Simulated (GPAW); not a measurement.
## Converging shifted k-point meshes: Cs (Im-3m, 1 atom in the cell)

```
CELL_PARAMETERS angstrom
     -3.03475     3.03475     3.03475
      3.03475    -3.03475     3.03475
      3.03475     3.03475    -3.03475
ATOMIC_POSITIONS crystal
  Cs 0.00000 0.00000 0.00000
```

Method of the run: PBEsol, GPAW PAW datasets PBEsol (made by gpaw-setup) (plane waves; GPAW).

Base settings: mode = pw; ecut = 550 eV; xc = PBEsol; kpts = 5 5 5; mesh shift (steps) = 0 0 0; occupations.name = methfessel-paxton; occupations.width = 0.1 eV; occupations.order = 0; nbands = -9; symmetry.symmorphic = false.

In this ladder: kpts_shift = 0.5 0.5 0.5.

Only quantities that move along the ladder and can be compared are tabulated.

The count of work is k-points × plane waves × bands × iterations; it is no time. 

The starting cell has typed, rounded lattice constants, without a prior relaxation at this level. Its lattice was rescaled by up to half a per cent.

```csv
kpts,free energy less the last step's (meV/atom),pressure (GPa),count of work / last
2 2 2,97.86,0.19,0.0063
3 3 3,37.25,0.10,0.013
4 4 4,0.13,-0.05,0.014
5 5 5,18.29,-0.03,0.022
6 6 6,-10.01,-0.06,0.031
7 7 7,8.29,-0.04,0.044
8 8 8,-5.88,-0.07,0.057
9 9 9,3.11,-0.05,0.077
10 10 10,-2.03,-0.06,0.097
11 11 11,1.06,-0.05,0.12
12 12 12,-0.77,-0.06,0.15
14 14 14,-0.40,-0.06,0.22
15 15 15,0.30,-0.06,0.26
18 18 18,-0.05,-0.06,0.42
20 20 20,0.02,-0.06,0.55
25 25 25,0.00,-0.06,1.0
```

Coarsest kpts that holds the free energy within 0.5 meV/atom of the last step, with all finer ones: 14 14 14, at 0.22 of the last step's count of work; the step before is off by 0.77 meV/atom.

Coarsest kpts that holds the pressure within 0.1 GPa of the last step, with all finer ones: 4 4 4, at 0.014 of the last step's count of work; the step before is off by 0.15 GPa.
